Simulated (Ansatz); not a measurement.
# A computed series for hypothetical I4_132 P: pressure series

Consider P (space group I4_132, No. 214; a hypothetical phase, not in the database extracts checked).

Space group I4₁32 (No. 214); a = 6.1017 Å, b = 6.1017 Å, c = 6.1017 Å, α = 90.00°, β = 90.00°, γ = 90.00°

```tsv
atom	site	symmetry	x	y	z
P	8a	.32	0.1250	0.1250	0.1250
```
(The calculation used a cell of 4 atoms; values per cell refer to that cell.)

Cell and atoms are relaxed at each pressure.

Calculations: PBE (Ansatz, an electronic-structure program, PAW, no spin-orbit coupling).

```json
[
 {"pressure (GPa)": "-2", "volume per atom (Å³/atom)": "30.603"},
 {"pressure (GPa)": "-1", "volume per atom (Å³/atom)": "29.341"},
 {"pressure (GPa)": "0", "volume per atom (Å³/atom)": "28.396"},
 {"pressure (GPa)": "0.3", "volume per atom (Å³/atom)": "28.149"},
 {"pressure (GPa)": "1.5", "volume per atom (Å³/atom)": "?"},
 {"pressure (GPa)": "3", "volume per atom (Å³/atom)": "26.529"},
 {"pressure (GPa)": "5", "volume per atom (Å³/atom)": "25.684"},
 {"pressure (GPa)": "7.5", "volume per atom (Å³/atom)": "24.840"},
 {"pressure (GPa)": "10", "volume per atom (Å³/atom)": "24.149"}
]
```

Task: Fit the third-order Birch–Murnaghan form P(V) = (3B₀/2)[(V₀/V)^(7/3) − (V₀/V)^(5/3)]·[1 + (3/4)(B₀′ − 4)((V₀/V)^(2/3) − 1)] (squares taken in P) to the rows shown and predict the withheld row.

Result: Least squares on the printed values gives V₀ = 28.389 Å³/atom, B₀ = 34.9 GPa, B₀′ = 7.3; this predicts 27.343 Å³/atom, and the run gives 27.327 Å³/atom, 0.016 lower.

Load acts through the strain it causes; cell and atoms are relaxed under it. Stability against distortions was not tested. Competing high-pressure phases were not computed.
